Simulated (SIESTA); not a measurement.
Checking a run of SIESTA on MgCd₂ (P-3m1, 6 atoms in the cell). The aim is a self-consistent single point with DFT, GGA PBEsol, numerical atomic orbitals DZP, PseudoDojo PBEsol standard norm-conserving potentials (rewritten from UPF to PSML).

Cell that was meant: a = 3.1045 Å, b = 3.1045 Å, c = 16.0649 Å, α = 90.00°, β = 90.00°, γ = 120.00°.

Part of the input:

```
SCF.Mixer.Method             Broyden
SCF.Mixer.Weight             0.1
SCF.Mixer.History            6
SCF.DM.Tolerance             1.0E-01
SCF.H.Tolerance              1.0 eV
Diag.ParallelOverK           true
WriteForces                  true
Charge.Mulliken              end
```

Log, with long lists cut:

```
reinit: Reading from file input.fdf

reinit: System Name: MgCd2
reinit: System Label: siesta

   [... lines left out ...]
       -1.552239    2.688557    0.000000
        0.000000    0.000000   16.064891

outcell: Cell vector modules (Ang)   :    3.104478    3.104478   16.064891
outcell: Cell angles (23,13,12) (deg):     90.0000     90.0000    120.0000
outcell: Cell volume (Ang**3)        :    134.0867
new_DM -- step:     1
Initializing Density Matrix...

Attempting to read DM from file... Failed...
DM filled with atomic data:

InitMesh: MESH = 30 x 30 x 180 = 162000
InitMesh: Mesh cutoff (required, used) =   300.000   344.117 Ry

stepf: Fermi-Dirac step function
        iscf     Eharris(eV)        E_KS(eV)     FreeEng(eV)     dDmax    Ef(eV) dHmax(eV)
   scf:    1   -22224.997058   -22270.996612   -22271.068764  0.961629 -1.666097 24.713316
   scf:    2   -22244.956288   -22276.679651   -22276.755088  0.993053 -1.731451 18.686385
   scf:    3   -22284.998119   -22286.584519   -22286.664178  0.568375 -1.814834  8.120523
   scf:    4   -22291.568427   -22289.568660   -22289.650976  0.215379 -2.005348  3.249509
   scf:    5   -22290.172580   -22290.018967   -22290.104237  0.126528 -2.129184  0.763139
   scf:    6   -22289.611194   -22289.926742   -22290.012117  0.071882 -2.133718  2.323566
   scf:    7   -22289.908170   -22290.028323   -22290.113675  0.068787 -2.162226  0.756288
SCF Convergence by DM+H criterion
max |DM_out - DM_in|         :     0.0687868777
max |H_out - H_in|      (eV) :     0.7562882083
SCF cycle converged after 7 iterations

Using DM_out to compute the final energy and forces

siesta: E_KS(eV) =           -22290.0283

siesta: E_KS - E_eggbox =    -22290.0283

siesta: Atomic forces (eV/Ang):
     1    0.000002   -0.000001   -0.079844
     2   -0.000002    0.000001    0.079844
     3    0.000002   -0.000001    0.055016
     4   -0.000002    0.000001   -0.055016
     5   -0.000002    0.000001    0.446281
     6    0.000002   -0.000001   -0.446281
   Tot    0.000000    0.000000   -0.000000
   Max    0.446281
   Res    0.152231    sqrt( Sum f_i^2 / 3N )
   Max    0.446281    constrained

   [... lines left out ...]
siesta: FreeEng =    -22290.113675
siesta: Cell volume =        134.086674 Ang**3
siesta:         -83.61258047        -99.87665153  kBar
   [... lines left out ...]

              0.044   0.050   0.041

mulliken: Qtot =      100.000

Mulliken Atomic Populations:
Atom #   charge [q] valence [e]  Species
     1    -0.090171   10.090171  Mg
     2    -0.090171   10.090171  Mg
     3     0.009655   19.990345  Cd
     4     0.009655   19.990345  Cd
     5     0.080516   19.919484  Cd
     6     0.080516   19.919484  Cd
 Total     0.000000
```

Q: Is anything amiss in this input, and did it matter?

A: The run is not sound. The fault is a convergence threshold that is too loose. A loop that stops early leaves an energy error of second order in the density error, but errors of first order in forces and stress. To fix it, tighten the threshold. The run converged in 7 iterations without an error; against the sound input the free energy rises by 3.4 meV/atom, the pressure goes from -7.71 to -8.36 GPa and the largest force goes from 0.394 to 0.446 eV/Å.

An input that runs soundly differs in these lines (not the only fix; some lines may just follow from the change or write a value another way):
```diff
-SCF.DM.Tolerance             1.0E-01
-SCF.H.Tolerance              1.0 eV
+SCF.DM.Tolerance             1.0E-04
```

With that input, the run converged in 14 iterations: free energy E − TS -22290.1342 eV; Fermi level (on the code's own zero) -2.17 eV; pressure -7.71 GPa; largest force (vector length) 0.394 eV/Å (DFT, GGA PBEsol, numerical atomic orbitals DZP, PseudoDojo PBEsol standard norm-conserving potentials (rewritten from UPF to PSML)).

On the sound input: the starting cell comes from a database of computed structures (which also holds hypothetical and non-ambient phases and stackings), without a prior relaxation at this level. Its lattice was rescaled by a random factor within 2.5 % of one. Values carry the incompleteness of an atom-centred basis. With a pressure of about -8 GPa the cell is away from its equilibrium volume at this level.
